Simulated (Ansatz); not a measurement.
For B2O3 (model structure, P-62c, No. 190, 10 atoms in the cell), PBEsol (PAW; Ansatz, a quantum-chemistry and plane-wave program) gives:

```
Item                       Result
-------------------  ------------
lattice parameter a       4.378 Å
c axis length             7.238 Å
cohesive energy      7.09 eV/atom
band gap                  4.95 eV
```

### Question
What does r²SCAN+rVV10 (plane waves, PAW; Ansatz) give for the same quantities?

### Answer

- lattice constant a: 4.355 Å (shrinks by 0.5 %)
- lattice parameter c: 6.336 Å (decreases by 12 %)
- cohesive energy: 6.75 eV/atom (falls by 0.34 eV/atom)
- band gap: 5.53 eV (increases by 0.58 eV)

Changes are worked out from the printed values.

Unless a cell is named, each level is at its own relaxed cell (PBEsol 12.01, r²SCAN+rVV10 10.41 Å³/atom).

Density-functional gaps are differences of (generalised) Kohn–Sham levels.

Ansatz's density-functional and Hartree–Fock values are scalar-relativistic unless marked +SOC, with PAW data made under PBE.

A model structure was made by putting elements into a prototype or built by hand; it is no filed structure, need not be a known phase, and can be a saddle point held by its symmetry.
